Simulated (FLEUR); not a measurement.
Worked example: self-consistent single point of CaCu₂P₂ (I4/mmm, 5 atoms in the cell) in FLEUR.

Method: LDA (Vosko-Wilk-Nusair), all-electron FLAPW (FLEUR), scalar-relativistic valence.

The change in words: lattice scaled by 0.98. Reference geometry:
```yaml
crystal:
  lattice:
    - [-2.00325, 2.00325, 4.83650]
    - [2.00325, -2.00325, 4.83650]
    - [2.00325, 2.00325, -4.83650]
  atoms:
    - { symbol: Ca, position: [0.00000, 0.00000, 0.00000] }
    - { symbol: Cu, position: [0.75000, 0.25000, 0.50000] }
    - { symbol: Cu, position: [0.25000, 0.75000, 0.50000] }
    - { symbol: P, position: [0.61878, 0.61878, 0.00000] }
    - { symbol: P, position: [0.38122, 0.38122, 0.00000] }
```

Reference input (self-consistent single point, DFT, LDA (Vosko-Wilk-Nusair), all-electron FLAPW (FLEUR), scalar-relativistic valence): Kmax = 4 1/bohr; GmaxXC = 16 1/bohr; xcFunctional = vwn; jspins = 1; l_soc = F; mode = gauss; fermiSmearingEnergy = 0.00367493 Htr; mesh (inpgen div1-3) = 9 9 9; inpgen gamma flag = false; Gmax = 16 1/bohr; numbands = 0; maxIterBroyd = 99. This run's input differs from it in these lines:

```diff
@@ -3,6 +3,6 @@
 &input film=f /
--0.3573938834 0.3573938834 0.8628668636
-0.3573938834 -0.3573938834 0.8628668636
-0.3573938834 0.3573938834 -0.8628668636
-10.5921913787
+-0.3573938755 0.3573938755 0.8628668701
+0.3573938755 -0.3573938755 0.8628668701
+0.3573938755 0.3573938755 -0.8628668701
+10.3803472530
 1.0 1.0 1.0
@@ -47,5 +47,5 @@
          <bravaisMatrix>
-            <row-1>   -3.7855844105495935     3.7855844105495935     9.1396509535898289</row-1>
-            <row-2>    3.7855844105495935    -3.7855844105495935     9.1396509535898289</row-2>
-            <row-3>    3.7855844105495935     3.7855844105495935    -9.1396509535898289</row-3>
+            <row-1>   -3.7098725337854490     3.7098725337854490     8.9568577447472428</row-1>
+            <row-2>    3.7098725337854490    -3.7098725337854490     8.9568577447472428</row-2>
+            <row-3>    3.7098725337854490     3.7098725337854490    -8.9568577447472428</row-3>
          </bravaisMatrix>
```

Log, with long lists cut:

```
 Iteration:     1   Distance:      37.72520671 me/bohr^3
 Iteration:     2   Distance:      19.73676122 me/bohr^3
 Iteration:     3   Distance:       7.49244935 me/bohr^3
 Iteration:     4   Distance:       8.38818399 me/bohr^3
 Iteration:     5   Distance:       3.75530216 me/bohr^3
   [... 10 lines left out ...]
 Iteration:    16   Distance:       0.00015538 me/bohr^3
 Iteration:    17   Distance:       0.00001710 me/bohr^3
 Iteration:    18   Distance:       0.00004811 me/bohr^3
 Iteration:    19   Distance:       0.00000316 me/bohr^3
 Reset of history
 Run finished successfully
 Stop message:
   Structural relaxation: new displacements generated

[file out, last iteration]
             iter=     20
[...]
          total density-effective poten   -7.3812948155E+03
          total charge density-energy d   -2.0903626625E+02
 Updated energy parameters for spin:           1
[...]
 fermi energy and band-weighting factors:
    0.591290

[...]
FERMIE:
          first approx. to ef    (T=0)  :   0.371584 htr   (energy of the highest occ. eigenvalue)
          number of occ. states  (T=0)  :       1575
          first approx. to seigv (T=0)  :   1.159266 htr
          sum of weights of occ. states :  21.006859
          sum of semicore charge        :   0.000000 e
          fermi energy=   0.37125 har   work function= -10.10223 ev
          number of valence electrons=  42.00000
   [... lines left out ...]
          total moment                 =     0.00000
 Direct bandgap for spin            1 :    5.1425125758308154E-003  Htr
 ---->    free energy=                     -4665.9318935140 htr
   [... lines left out ...]
 TOTAL FORCE FOR ATOM TYPE=  1  X=  0.000   Y=  0.000   Z=  0.000
                       FX_TOT= 0.000000 FY_TOT= 0.000000 FZ_TOT= 0.000000
 TOTAL FORCE FOR ATOM TYPE=  2  X=  3.710   Y=  0.000   Z= -4.478
                       FX_TOT= 0.000000 FY_TOT= 0.000000 FZ_TOT= 0.000000
 TOTAL FORCE FOR ATOM TYPE=  3  X=  0.000   Y=  0.000   Z= -6.829
                       FX_TOT= 0.000000 FY_TOT= 0.000000 FZ_TOT= 0.001660
```

The run converged in 19 iterations. FLEUR gives forces in its relaxation mode, with a further iteration, so its stop message speaks of a relaxation. Against the reference run the total energy drops by 17.3 meV/atom and the largest force goes from 0.276 to 0.085 eV/Å.

The starting cell comes from a database of computed structures (which also holds hypothetical and non-ambient phases and stackings), without a prior relaxation at this level. For this run, on top of that: lattice scaled by 0.98. Spin polarisation is off. Values depend on the basis (sphere radii, cutoffs, local orbitals), which need not be converged. No gap is read from this output. The log's line on a gap gives a spacing of levels on this mesh, which the program prints for metals too.

Cost on one core of a shared machine: roughly 3 min.
